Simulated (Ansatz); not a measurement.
Pressure series in BAs

Start from BAs in the zinc blende structure (space group F-43m, No. 216).

```yaml
crystal:
  lattice:
    - [0.00000, 2.40463, 2.40463]
    - [2.40463, 0.00000, 2.40463]
    - [2.40463, 2.40463, 0.00000]
  atoms:
    - { symbol: B, position: [0.00000, 0.00000, 0.00000] }
    - { symbol: As, position: [0.25000, 0.25000, 0.25000] }
```

Cell and atoms are relaxed at each pressure.

Level of theory: DFT with PBE, PAW potentials and a 420 eV plane-wave cutoff in Ansatz (an electronic-structure program), no spin-orbit coupling.

Candidates:
(a) pressure 22.5 GPa
(b) pressure −1 GPa
(c) pressure −2 GPa

Base values:

| Property | Value |
|---|---|
| Width of the top valence band | 5.07 eV |

### Question
Order them by width of the top valence band, highest first.

### Answer
(a) pressure 22.5 GPa (5.87 eV), (b) pressure −1 GPa (5.02 eV), (c) pressure −2 GPa (4.98 eV)

The levels and masses belong to the bands next to the band gap. Load acts through the strain it causes; cell and atoms are relaxed under it. Whether these cells are dynamically stable was not tested. No other phases were tried under pressure.
